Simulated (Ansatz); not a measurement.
# Zr3N4: pressure series

Base system: Zr$_{3}$N$_{4}$ (space group I-43d, No. 220; a = 6.703 Å).

Cell and atoms are relaxed at each pressure.

Calculations: PBEsol (Ansatz, a first-principles code, PAW, spin-orbit coupling left out).

```csv
case,density,width of the top valence band,band gap
base,7.27 g/cm³,1.32 eV,0.75 eV
pressure −2 GPa,7.21 g/cm³,…,0.72 eV
pressure −1 GPa,7.24 g/cm³,1.33 eV,…
pressure 0.3 GPa,7.28 g/cm³,1.32 eV,0.76 eV
pressure 1.5 GPa,7.32 g/cm³,1.31 eV,0.78 eV
pressure 3 GPa,…,1.30 eV,0.79 eV
pressure 5 GPa,7.41 g/cm³,1.28 eV,0.81 eV
pressure 10 GPa,7.54 g/cm³,…,0.85 eV
```

Some entries are withheld; estimate them.


- pressure −2 GPa, width of the top valence band: 1.34 eV
- pressure −1 GPa, band gap: 0.74 eV
- pressure 3 GPa, density: 7.36 g/cm³
- pressure 10 GPa, width of the top valence band: 1.26 eV

Load acts through the strain it causes; cell and atoms are relaxed under it. Whether these cells are dynamically stable was not tested. Competing high-pressure phases were not computed.
